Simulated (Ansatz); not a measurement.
The reference is Al in the fcc (Cu type) structure (space group Fm-3m, No. 225; a = 3.994 Å; relaxed with 0.1 eV smearing).

Computed with r2SCAN (Ansatz, a first-principles code, PAW, no SOC).

Base values:

The pressure is 0.0 GPa.

One thing is altered: the cell is scaled by 0.9750 in all directions, atoms relaxed at fixed cell.

### Question
What happens to the pressure and energy relative to the base?

### Answer
The pressure goes from zero to 8.3 GPa; the energy grows by 28 meV/atom.

The cells carry an imposed strain or load. No phonon test of stability was made.
